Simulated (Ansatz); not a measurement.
# Effect of pressure 22.5 GPa on Ga2O3

Consider Ga2O3 in the corundum structure (space group R-3c, No. 167; a = 4.9499 Å, c = 13.3058 Å (hexagonal axes)).

Modification: a hydrostatic pressure of 22.5 GPa.

Computed with LDA, PAW, 420 eV (Ansatz, a first-principles code; scalar-relativistic without spin-orbit coupling). Settings: 8×8×8 k-points, 0.05 eV Fermi–Dirac smearing.

```csv
quantity,base,changed,shift
volume per atom,9.41 Å³,8.69 Å³,-0.72 Å³
density,6.61 g/cm³,7.16 g/cm³,+0.55 g/cm³
lattice parameter a,4.950 Å,4.839 Å,-0.111 Å
c/a ratio,2.688,2.658,-0.030
shortest interatomic distance,1.911 Å,1.861 Å,-0.050 Å
band gap,3.04 eV,3.92 eV,+0.88 eV
gap character,"indirect, Γ–S₀ (50 % along) → Γ","indirect, Γ–S₀ (50 % along) → Γ",–
smallest direct gap,3.31 eV,4.25 eV,+0.94 eV
mean gap deformation potential ΔEg/Δln V,–,-11.1 eV,–
width of the top valence band,0.47 eV,0.51 eV,+0.04 eV
electron mass,0.24 mₑ (at Γ),"0.30 mₑ along c, 0.28 mₑ across (at Γ)",–
```

Cost of the whole job for the changed cell (relaxation, final SCF and bands): very roughly 3 core-minutes.

Load acts through the strain it causes; cell and atoms are relaxed under it. Effective masses come from finite differences of ±0.01 Å⁻¹. Stability against distortions was not tested. No other phases were tried under pressure.
